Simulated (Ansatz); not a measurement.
S on the Ge site in germanium

Level of theory: PBE, PAW (plane waves to 420 eV; Ansatz, an electronic-structure program). Cell and caveats: 64-site cell; 2×2×2 shifted k-points; start: the Ge site; the functional closes the host's gap; finite-size errors of tenths of an eV.

Neighbours after relaxation, in Å: of the S atom: Ge 2.55, Ge 2.55, Ge 2.55, Ge 2.55.

Formation energies E_f are those of the neutral cell. Chemical conditions: impurity bounded by its compound with the host (Δμ(Ge) = 0.00 eV, Δμ(S) = -0.55 eV, bounded by orthorhombic GeS; only phases computed here count, gases as isolated molecules at 0 K). Reference phases: Ge: germanium, S: S8 molecule in a box.

```
charge         moment (μB)  point group  largest move off a lattice site (Å)  E_f, impurity bounded by its compound with the host (eV)
------  ------------------  -----------  -----------------------------------  --------------------------------------------------------
0       not spin-polarised           Td                                 0.06                                                      1.25
```

Point groups are those of the whole cell at tolerances of 0.03 and 0.1 Å ("near" where only the looser one holds); none is given for unsettled states.

All states together cost around 27 core-minutes (rough).
